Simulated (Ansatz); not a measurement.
The parent structure is ZnGeP2 in the chalcopyrite structure (space group I-42d, No. 122; a = 5.4243 Å, c = 10.7097 Å). Axes: x, y, z lie along a, b, c of the conventional cell.

The values are results of PBEsol (Ansatz, an electronic-structure program), scalar-relativistic without spin-orbit coupling, not measurements.

For the base:

| Quantity | Value |
|---|---|
| Shortest interatomic distance | 2.334 Å |

It is then changed as follows: uniaxial strain ε_zz = +3.00 %, all other strain components held at zero; the atoms relax in the strained cell.

How does this affect the energy relative to the base?

The energy goes up by 7.0 meV/atom.

What happens to the stress?

The stress (xx, yy, zz, yz, xz, xy; compression positive) amounts to (-1.60, -1.60, -3.76, 0.00, 0.00, 0.00) GPa.

How does this affect the shortest interatomic distance?

The shortest interatomic distance goes up by 0.023 Å to 2.357 Å.

Whether these cells are dynamically stable was not tested.
